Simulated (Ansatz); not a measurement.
LiF (model structure, F-43m, No. 216, 2 atoms in the cell) was calculated with r²SCAN (PAW; Ansatz, a quantum-chemistry and plane-wave program).

Run with plane-wave cutoff 560 eV, 14×14×14 k mesh, Fermi–Dirac smearing 0.01 eV, scalar-relativistic PAW data made under PBE.

Cell (relaxed with PBEsol):

```
CELL_PARAMETERS angstrom
      0.00000     2.15562     2.15562
      2.15562     0.00000     2.15562
      2.15562     2.15562     0.00000
ATOMIC_POSITIONS crystal
  Li 0.00000 0.00000 0.00000
  F  0.25000 0.25000 0.25000
```

Problem. Estimate the band gap that the calculation returns.

Solution. 
- band gap = 8.57 eV (direct)

Note: the relaxation could raise the start's symmetry but not lower it, so the cell can be a saddle point; cell and atoms aren't relaxed at this level (pressure -0.8 GPa).

It cost roughly 5 core-seconds of CPU time.

A model structure was made by putting elements into a prototype or built by hand; it is no filed structure, need not be a known phase, and can be a saddle point held by its symmetry.
